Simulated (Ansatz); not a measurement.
The starting structures come from a database of crystals and need not be the phases stable at ambient conditions.

 Where the default PAW files enter, the runs use the earlier of Ansatz's two default sets.

The decay constant κ of evanescent states in the gap governs leakage through a thin film.

Given:

```xyz
4
Lattice="4.3059 0.0000 0.0000 -2.1529 3.7290 0.0000 0.0000 0.0000 6.9531" Properties=species:S:1:pos:R:3 pbc="T T T"
Mg     2.1529     1.2430     3.4648
Mg     0.0000     2.4860     6.9413
Se     2.1529     1.2430     6.0957
Se     0.0000     2.4860     2.6191
```

Space group of this cell: P6_3mc, wurtzite. The cell is strained (all lengths scaled by 1.02); by r2SCAN its mean pressure is -2.6 GPa.

Transport runs along the normal of the first two printed cell vectors, the (001) plane of the conventional cell.

No gap correction and no spin-orbit coupling; mid-gap values are interpolated between computed energies.

Question: Compute, with r2SCAN in Ansatz (an electronic-structure program), the band gap and the smallest decay constant κ at mid-gap.

Answer: Gap 3.09 eV on a 12×12×6 mesh; κ = 0.200 1/Å, at the zone centre.
